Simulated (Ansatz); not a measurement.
Worked example: self-consistent single point of the (100) slab of HfSi (cut from a parent of space group no. 62; 8 atoms in the cell) in Ansatz (a first-principles code).

Level of theory: LDA (PW92), default PAW files made with PBE (plane waves; Ansatz).

```yaml
crystal:
  lattice:
    - [3.75692, 0.00000, 0.00000]
    - [0.00000, 5.20778, 0.00000]
    - [0.00000, 0.00000, 20.25179]
  atoms:
    - { symbol: Hf, position: [0.25000, 0.37439, 0.55917] }
    - { symbol: Hf, position: [0.75000, 0.62561, 0.44083] }
    - { symbol: Hf, position: [0.75000, 0.87439, 0.60975] }
    - { symbol: Hf, position: [0.25000, 0.12561, 0.39025] }
    - { symbol: Si, position: [0.25000, 0.86087, 0.51457] }
    - { symbol: Si, position: [0.75000, 0.13913, 0.48543] }
    - { symbol: Si, position: [0.75000, 0.36087, 0.65435] }
    - { symbol: Si, position: [0.25000, 0.63913, 0.34565] }
```

Reference input (self-consistent single point, DFT, LDA (PW92), plane waves, default PAW files made with PBE): basis.ecutwfc = 420 eV; kpoints.mp_grid.grid = 7 5 1; hamiltonian.xc = lda; hamiltonian.pseudopotentials = {kind: paw} (the program's default PAW files); scf.occupations.method = gaussian; scf.occupations.width = 0.1 eV. This run's input differs from it in these lines:

Ansatz 0.2 input:
```diff
@@ -18,3 +18,3 @@
 kpoints:
-  mp_grid: { grid: [7, 5, 1] }
+  mp_grid: { grid: [6, 4, 1] }
 hamiltonian:
```

Log, with long lists cut:

```
SCF iter   1: F=—  HF=-64342.134009 eV  |F-HF|=—  |Δ(HF+E_count)|=         —  Δρ=4.24e-3  dr2=1.12e-1  ethr=1.77e-3  ⟨swp⟩=7.1  Hψ=3287  notcnv=0  defer=2
all-band conjugate gradients solve this SCF's bands
preconditioner: auto → LDOS
SCF iter   2: F=—  HF=-64342.108023 eV  |F-HF|=—  |Δ(HF+E_count)|=   2.60e-2  Δρ=1.76e-3  dr2=2.82e-2  ethr=9.34e-5  ⟨swp⟩=2.1  Hψ=1748  notcnv=0  defer=65
   [... lines left out ...]
SCF iter   5: F=—  HF=-64342.102574 eV  |F-HF|=—  |Δ(HF+E_count)|=   2.32e-4  Δρ=1.36e-4  dr2=1.12e-4  ethr=3.59e-7  ⟨swp⟩=3.0  Hψ=2023  notcnv=0  defer=65
SCF iter   6: F=—  HF=-64342.102574 eV  |F-HF|=—  |Δ(HF+E_count)|=   4.87e-7  Δρ=4.01e-5  dr2=8.77e-6  ethr=9.30e-8  ⟨swp⟩=2.2  Hψ=1407  notcnv=0  defer=65
SCF iter   7: F=—  HF=-64342.102490 eV  |F-HF|=—  |Δ(HF+E_count)|=   8.44e-5  Δρ=9.51e-6  dr2=4.40e-7  ethr=7.31e-9  ⟨swp⟩=2.1  Hψ=1035  notcnv=0  defer=64
SCF iter   8: F=-64342.102490 eV  HF=-64342.102490 eV  |F-HF|=4.11e-8  |Δ(HF+E_count)|=   4.07e-7  Δρ=3.58e-6  dr2=8.52e-8  ethr=8.33e-11  ⟨swp⟩=14.5  Hψ=5003  notcnv=0
SCF 1 converged in 8 iterations: F = -64342.102490 eV  dr2 = 8.52e-8
Free energy (F): -64342.102490 eV
Internal energy: -64342.067333 eV  (E = F + TS)
E sigma→0 (E₀):  -64342.084911 eV
Entropy (-TS):   -0.035157 eV (-4.395 meV/atom)
Fermi energy:    2.753362 eV
--- Forces (eV/Å), atoms counted from 1 ---
  atom   1  Hf     0.00000000     0.25019906     0.21118523
  atom   2  Hf     0.00000000    -0.25019906    -0.21118523
  atom   3  Hf     0.00000000    -0.30425466    -0.63221854
  atom   4  Hf     0.00000000     0.30425466     0.63221854
  atom   5  Si     0.00000000    -0.00391493     0.23824141
  atom   6  Si     0.00000000     0.00391493    -0.23824141
  atom   7  Si     0.00000000     0.25300115    -0.32786905
  atom   8  Si     0.00000000    -0.25300115     0.32786905
--- Stress (GPa, compression-positive) ---
       -2.862873       0.000000       0.000000
        0.000000      -4.798598       0.334224
        0.000000       0.334224      -1.703720
  P = ⅓ Tr σ = -3.1217 GPa (-31.217 kbar)
  The stress holds the Pulay correction. Without it, at fixed plane waves, as pw.x and ABINIT print it: P = -3.1352 GPa
```

The run converged in 8 iterations. Against the reference run the free energy goes down by 2.2 meV/atom and the largest force hardly changes (0.708 to 0.702 eV/Å).

The starting cell comes from a database of computed structures (which also holds hypothetical and non-ambient phases and stackings), without a prior relaxation at this level. The slab is cut from that crystal, and its faces are unrelaxed. Its lattice was rescaled by up to half a per cent. Spin-orbit coupling is off. Spin polarisation is off, though cut faces can carry moments; the slab shows no gap.
